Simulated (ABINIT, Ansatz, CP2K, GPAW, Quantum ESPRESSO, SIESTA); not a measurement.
# AgAu (R-3m, 2 atoms in the cell) computed with different codes at matched settings

Self-consistent single point.

```
CELL_PARAMETERS angstrom
      1.42756     0.82420     4.63319
     -1.42756     0.82420     4.63319
      0.00000    -1.64841     4.63319
ATOMIC_POSITIONS crystal
  Ag 0.00000 0.00000 0.00000
  Au 0.50000 0.50000 0.50000
```

Shared settings, as Ansatz (a program for electronic structure) writes them: kpoints.mp_grid.grid = 9 9 9; scf.occupations.method = fermi_dirac; scf.occupations.width = 0.1 eV. Potentials and cutoffs stand in the table.

```
code                                                                                                                                 model  pressure (GPa)       cutoff
----------------  ------------------------------------------------------------------------------------------------------------------------  --------------  -----------
CP2K                                                  LDA (Pade form), GPW, DZVP-MOLOPT-SR-GTH basis, GTH-PADE potentials (GTH_POTENTIALS)            4.37  grid 500 Ry
SIESTA            LDA PW92, numerical atomic orbitals DZP, PseudoDojo LDA standard norm-conserving potentials (rewritten from UPF to PSML)           -1.51  grid 300 Ry
Ansatz                                                                                                 LDA (PW92), PAW files made with PBE           -0.79       420 eV
Quantum ESPRESSO                                                                       LDA (PZ), GBRV 1.5 ultrasoft (LDA) pseudopotentials           -1.75        40 Ry
ABINIT                                                     LDA (PW92), norm-conserving pseudopotentials (PseudoDojo nc-sr-04 LDA standard)           -0.97        86 Ry
GPAW                                                                         LDA (Perdew-Wang 92), GPAW PAW datasets LDA (gpaw-data 1.0.1)            0.91       550 eV
```

On Ansatz's run: spin-orbit coupling is off.

The spread over the programs that give each value: pressure within 6.12 GPa.

CP2K and SIESTA use small atom-centred bases, whose incompleteness enters pressures, forces and empty levels differently from a plane-wave cutoff. Ansatz's pressure is given at a fixed set of plane waves, as the other plane-wave codes print theirs; with its correction for the finite basis it is -0.74 GPa. The same LDA comes in different parametrisations, which differ slightly. In the pressure, CP2K (by 5.26) and GPAW (by 1.79) lie more than 1 GPa from the median of the plane-wave programs.

The starting cell comes from a database of computed structures (which also holds hypothetical and non-ambient phases and stackings), without a prior relaxation at this level. Its lattice was rescaled by a random factor within 2.5 % of one.

Left out of this page: Elk and FLEUR (not drawn, or without a comparable value).

Keys are those of Ansatz 0.2.
